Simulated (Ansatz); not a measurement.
**A computed series for CsCl: pressure series**

The reference is CsCl in the CsCl type structure (space group Pm-3m, No. 221).

```cif
data_ClCs
_chemical_formula_sum 'Cs1 Cl1'
_space_group_name_H-M_alt 'P 1'
_space_group_IT_number 1
_cell_length_a 4.20527
_cell_length_b 4.20527
_cell_length_c 4.20527
_cell_angle_alpha 90.000
_cell_angle_beta 90.000
_cell_angle_gamma 90.000
loop_
_space_group_symop_operation_xyz
  'x, y, z'
loop_
_atom_site_label
_atom_site_type_symbol
_atom_site_fract_x
_atom_site_fract_y
_atom_site_fract_z
_atom_site_occupancy
Cs1 Cs 0.00000 0.00000 0.00000 1
Cl1 Cl 0.50000 0.50000 0.50000 1
```

Cell and atoms are relaxed at each pressure.

All numbers come from DFT with PBE, PAW potentials and a 420 eV plane-wave cutoff in Ansatz (a program for electronic structure), no spin-orbit coupling.

Candidates:
(a) pressure −1 GPa
(b) pressure 10 GPa
(c) pressure −2 GPa
(d) pressure 7.5 GPa
(e) pressure 5 GPa

For the base:

- Band gap = 5.01 eV

**Question.** Order them by band gap, lowest first.

**Answer.** (c) pressure −2 GPa (4.00 eV), (a) pressure −1 GPa (4.67 eV), (b) pressure 10 GPa (4.94 eV), (d) pressure 7.5 GPa (5.07 eV), (e) pressure 5 GPa (5.20 eV)

Load acts through the strain it causes; cell and atoms are relaxed under it. Whether these cells are dynamically stable was not tested. No other phases were tried under pressure.
